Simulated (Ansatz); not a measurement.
What uniaxial strain ε_xx = +1.25 % does to Sc

The reference is Sc (space group P6_222, No. 180; a = 3.204 Å, c = 8.025 Å; a cell from a computed database, its experimental status unchecked; relaxed with 0.1 eV smearing). Axes: x lies along a and z along c of the hexagonal cell.

Modification: uniaxial strain ε_xx = +1.25 %, all other strain components held at zero, atoms relaxed at fixed cell.

Calculations: Kohn–Sham DFT with the PBEsol functional, run in Ansatz (a quantum-chemistry and plane-wave program) with PAW and 420 eV plane waves, no SOC. k-mesh 21×21×7 (Γ-centred); smearing 0.1 eV (Fermi–Dirac).

| quantity | base | changed | shift |
|---|---|---|---|
| volume per atom | 23.78 Å³ | 24.08 Å³ | +0.30 Å³ |
| space group | P6_222 (No. 180) | C222 (No. 21) | – |
| energy relative to the base (free energy F) | 0 meV/atom | +1.0 meV/atom | +1.0 meV/atom |
| pressure (mean of the normal stresses, compression positive) | 0.0 GPa | -0.6 GPa | -0.6 GPa |
| band gap | zero | zero | – |
| stress (xx, yy, zz, yz, xz, xy; compression positive) | – | (-1.1, -0.5, -0.3, 0.0, 0.0, 0.0) GPa | – |

Final structure:

```xyz
3
Lattice="3.2441 0.0000 0.0000 -1.6221 2.7748 0.0000 0.0000 0.0000 8.0252" Properties=species:S:1:pos:R:3 pbc="T T T"
Sc     1.6221     0.0000     0.0000
Sc     0.8110     1.3874     2.6836
Sc    -0.8110     1.3874     5.3415
```

Whether these cells are dynamically stable was not tested. The base started in P6_122 and relaxed to P6_222 at this level. The final runs are not spin-polarised. Sc has a high density of states at the Fermi level and may be magnetic at this level. This is not the structure that Sc has at room temperature and ambient pressure.
